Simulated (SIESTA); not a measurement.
Input and output of a self-consistent single point for BaIn₄ (I4/mmm, 5 atoms in the cell) (SIESTA).

Level of theory: GGA PBEsol, numerical atomic orbitals DZP, PseudoDojo PBEsol standard norm-conserving potentials (rewritten from UPF to PSML) (SIESTA).

The change in words: lattice scaled by 0.98. Reference geometry:
```xyz
5
Lattice="-2.5732 2.5732 6.1738 2.5732 -2.5732 6.1738 2.5732 2.5732 -6.1738" Properties=species:S:1:pos:R:3 pbc="T T T"
Ba     0.0000     0.0000     0.0000
In     0.0000     2.5732     3.0869
In     2.5732     0.0000     3.0869
In     0.0000     0.0000     7.6283
In     0.0000     0.0000     4.7194
```

Reference input (self-consistent single point, DFT, GGA PBEsol, numerical atomic orbitals DZP, PseudoDojo PBEsol standard norm-conserving potentials (rewritten from UPF to PSML)): XC.functional = GGA; XC.authors = PBEsol; potentials = PseudoDojo PBEsol standard; PAO.BasisSize = DZP; PAO.EnergyShift = 0.01 Ry; MeshCutoff = 300 Ry; kgrid.MonkhorstPack = 5 5 5; OccupationFunction = MP; OccupationMPOrder = 0; ElectronicTemperature = 3156.43 K; MaxSCFIterations = 150; SCF.Mixer.Method = Broyden. This run's input differs from it in these lines:

```diff
@@ -12,5 +12,5 @@
 %block LatticeVectors
-    -2.573184000    2.573184000    6.173825000
-     2.573184000   -2.573184000    6.173825000
-     2.573184000    2.573184000   -6.173825000
+    -2.521720000    2.521720000    6.050348000
+     2.521720000   -2.521720000    6.050348000
+     2.521720000    2.521720000   -6.050348000
 %endblock LatticeVectors
@@ -19,6 +19,6 @@
      0.000000000    0.000000000    0.000000000  1
-    -0.000000000    2.573184000    3.086912500  2
-     2.573184000    0.000000000    3.086912500  2
-    -0.000000000    0.000000000    7.628254693  2
-    -0.000000000    0.000000000    4.719395307  2
+     0.000000000    2.521720000    3.025174000  2
+     2.521720000    0.000000000    3.025174000  2
+     0.000000000   -0.000000000    7.475688982  2
+    -0.000000000    0.000000000    4.625007018  2
 %endblock AtomicCoordinatesAndAtomicSpecies
```

The program printed (abridged):

```
        iscf     Eharris(eV)        E_KS(eV)     FreeEng(eV)     dDmax    Ef(eV) dHmax(eV)
   scf:    1    -7967.769881    -7973.952788    -7974.003517  1.426899 -3.411203  3.516731
   scf:    2    -7975.199264    -7974.609490    -7974.660769  0.121570 -3.477282  1.951952
   scf:    3    -7975.235272    -7974.961672    -7975.013787  0.121368 -3.532622  0.600022
   scf:    4    -7974.991293    -7974.978676    -7975.031139  0.033772 -3.527426  0.135851
   scf:    5    -7974.979368    -7974.979155    -7975.031794  0.012084 -3.517736  0.017906
   [... 7 lines left out ...]
   scf:   13    -7974.979155    -7974.979155    -7975.031822  0.000019 -3.518947  0.000131
   scf:   14    -7974.979155    -7974.979155    -7975.031822  0.000014 -3.518960  0.000096
   scf:   15    -7974.979155    -7974.979155    -7975.031822  0.000010 -3.518971  0.000070
   scf:   16    -7974.979155    -7974.979155    -7975.031822  0.000008 -3.518979  0.000051
SCF Convergence by DM+H criterion
max |DM_out - DM_in|         :     0.0000077254
max |H_out - H_in|      (eV) :     0.0000509144
SCF cycle converged after 16 iterations

Using DM_out to compute the final energy and forces

siesta: E_KS(eV) =            -7974.9792

siesta: E_KS - E_eggbox =     -7974.9792

siesta: Atomic forces (eV/Ang):
     1    0.000000    0.000000    0.000000
     2    0.000905   -0.000905   -0.000000
     3   -0.000905    0.000905    0.000000
     4   -0.000181   -0.000181    0.013765
     5    0.000181    0.000181   -0.013765
   Tot    0.000000   -0.000000   -0.000000
   Max    0.013765
   Res    0.005049    sqrt( Sum f_i^2 / 3N )
   Max    0.013765    constrained

Stress tensor Voigt[x,y,z,yz,xz,xy] (kbar):        1.23        1.23       -7.60        0.33        0.33       -0.02
   [... lines left out ...]
siesta: FreeEng =     -7975.031822
   [... lines left out ...]
siesta:     0.000768   -0.000012    0.000205
siesta:    -0.000012    0.000768    0.000205
siesta:     0.000205    0.000205   -0.004745

siesta: Cell volume =        153.898388 Ang**3

siesta: Pressure (static):
siesta:                Solid            Molecule  Units
siesta:           0.00001165          0.00001083  Ry/Bohr**3
siesta:           0.00106958          0.00099447  eV/Ang**3
siesta:           1.71365455          1.59332029  kBar
```

The run converged in 16 iterations. Against the reference run the free energy drops by 9.5 meV/atom, the pressure goes from -1.59 to 0.17 GPa and the largest force goes from 0.024 to 0.014 eV/Å.

The starting cell comes from a database of computed structures (which also holds hypothetical and non-ambient phases and stackings), without a prior relaxation at this level. Its lattice was rescaled by a random factor within 2.5 % of one. For this run, on top of that: lattice scaled by 0.98. Values carry the incompleteness of an atom-centred basis.

Cost on one core of a shared machine: roughly 50 s.
